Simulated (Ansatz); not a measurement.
Take Ir in the fcc (Cu type) structure (space group Fm-3m, No. 225; a = 3.8311 Å; relaxed with 0.1 eV smearing) as the base. Axes: x, y, z lie along the cube axes.

Computed with Ansatz (a program for electronic structure) PBEsol, no spin-orbit coupling.

Strains are applied to the cell and any free atomic positions relax; under biaxial strain the out-of-plane vector relaxes too.

One change was made to it. Results:

```csv
quantity,base,after
"pressure (mean of the normal stresses, compression positive)",0.0 GPa,-2.3 GPa
energy relative to the base (free energy F),0 meV/atom,+1.5 meV/atom
```

Problem. Which change produced these results?
A) biaxial strain +0.50 %, plane normal [001], relaxed out of plane
B) biaxial strain −3.00 %, plane normal [001], relaxed out of plane
C) biaxial strain +3.00 %, plane normal [001], relaxed out of plane
D) biaxial strain −1.00 %, plane normal [001], relaxed out of plane

Solution. A, biaxial strain +0.50 %, plane normal [001], relaxed out of plane. For comparison, the energy relative to the base in the other runs: biaxial strain −1.00 %, plane normal [001], relaxed out of plane gives +6.3 meV/atom; biaxial strain +3.00 %, plane normal [001], relaxed out of plane gives +50 meV/atom; biaxial strain −3.00 %, plane normal [001], relaxed out of plane gives +60 meV/atom.

Stability against distortions was not tested. The final runs are not spin-polarised.
